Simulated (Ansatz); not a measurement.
The starting structures come from a database of crystals and need not be the phases stable at ambient conditions.

By PBEsol, the system below comes out a metal.

A figure of merit of an interconnect metal is its ballistic conductance per area.

Given:

```xyz
4
Lattice="2.7999 0.0000 0.0000 0.4519 4.6491 0.0000 0.0013 -0.0081 4.1711" Properties=species:S:1:pos:R:3 pbc="T T T"
Ti     1.9028     3.3066     1.0446
Ti     1.3503     1.3343     3.1264
Ni     0.4311     3.8152     3.1306
Ni     2.8220     0.8257     1.0405
```

Space group of this cell: P-1. The cell is taken as given; by PBEsol its mean pressure is -6.4 GPa.

The current flows along the normal of the first two printed cell vectors. No spin-orbit coupling; the value is a mean over 0.1 eV about the Fermi level.

### Question
Give the ballistic conductance per area that PBEsol in Ansatz (a quantum-chemistry and plane-wave program) yields.

### Answer
0.68 × 10¹⁵ S/m² for both spins.
